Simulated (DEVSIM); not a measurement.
System: abrupt Si n-p junction, at 400 K.

| layer (left to right) | material | thickness (μm) | Nd (cm⁻³) | Na (cm⁻³) | τn (s) | τp (s) |
|---|---|---|---|---|---|---|
| 1 | Si | 76.0 | 1.6e19 | - | 9.4e-5 | 9.4e-5 |
| 2 | Si | 3.70 | - | 2e16 | 9.4e-5 | 9.4e-5 |

Left contact: ohmic. Right contact: ohmic. Voltage is applied to the left contact. Recombination: SRH at mid-gap. Mobility is μmin + (μ − μmin)/(1 + (N/Nref)^α).

This is a model device: material constants are rounded textbook-type values typed into the input, and sizes, dopings and lifetimes were drawn at random. Values at 300 K; Nc and Nv go as T^1.5, mobilities as T to minus their exponent, the gap by Varshni's rule with the affinity fixed.

```tsv
parameter	Si
gap (eV)	1.124
affinity (eV)	4.05
permittivity	11.7
Nc (cm⁻³)	2.86e19
Nv (cm⁻³)	3.1e19
μn (cm²/Vs)	1417
μp (cm²/Vs)	470
μn,min	52
μp,min	45
Nref,n	9.7e16
Nref,p	2.2e17
αn	0.68
αp	0.72
T exponent of μn	2.3
T exponent of μp	2.2
Varshni α (eV/K)	0.000473
Varshni β (K)	636
```

DEVSIM, 1D drift-diffusion, Boltzmann statistics, complete ionisation; no tunnelling, impact ionisation, image-force lowering or self-heating.

The thickness of layer 2 was swept, all else fixed.

```csv
thickness of layer 2 (μm),dark forward voltage at 100 A/cm² (V),dark forward voltage at 1 A/cm² (V)
0.74,0.492,0.324
1.3,?,?
2.2,0.537,0.367
3.7,0.558,0.386
6.3,0.581,0.405
11,0.606,0.424
18,0.630,0.442
```

Q: Fill in the missing entries.

A: 
- 1.3, dark forward voltage at 100 A/cm² (V): 0.516
- 1.3, dark forward voltage at 1 A/cm² (V): 0.347
